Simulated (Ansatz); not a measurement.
**What biaxial strain +2.40 %, plane normal [001], relaxed out of plane does to MoTe2**

Base system: MoTe₂ (space group P6_3/mmc, No. 194; a = 3.497 Å, c = 13.696 Å; layered, stacked along the Cartesian z axis). Axes: x lies along a and z along c of the hexagonal cell.

It is then changed as follows: tensile biaxial strain of 2.40 % in the plane normal to [001], as in epitaxy on a mismatched substrate; the out-of-plane cell vector and the atoms relax.

The values are results of Ansatz (a quantum-chemistry and plane-wave program) PBE-D3(BJ), no spin-orbit coupling, not measurements. Γ-centred 11×11×3 mesh, Fermi–Dirac width 0.05 eV.

- Space group: P6_3/mmc (No. 194) (base P6_3/mmc (No. 194))
- Shortest interatomic distance: 2.732 Å (base 2.716 Å)
- Pressure (mean of the normal stresses, compression positive): -2.31 GPa (base 0.00 GPa)
- Band gap: 0.50 eV (base 0.60 eV)
- Gap character: indirect, K–Γ (87 % along) → K–Γ (40 % along) (base indirect, Γ → K–Γ (44 % along))
- Smallest direct gap: 0.90 eV (base 1.03 eV)
- Width of the top valence band: 1.22 eV (base 1.03 eV)
- Out-of-plane strain: -1.08 %
- Ratio −ε⊥/ε∥: 0.45
- Mean in-plane stress (compression positive): -3.5 GPa

Final structure (turned so that z lies along the plane normal):

```xyz
6
Lattice="3.5806 0.0000 0.0000 1.7903 3.1009 0.0000 0.0000 0.0000 13.5476" Properties=species:S:1:pos:R:3 pbc="T T T"
Te     3.5806     2.0672     5.1728
Te     1.7903     1.0336    11.9466
Te     1.7903     1.0336     8.3748
Te     3.5806     2.0672     1.6010
Mo     3.5806     2.0672    10.1607
Mo     1.7903     1.0336     3.3869
```

Spin-orbit coupling, missing from the scalar runs, can matter with Te. No phonon test of stability was made. The D3 term's C6 switches between coordination references near this geometry, which can add small steps to energies.
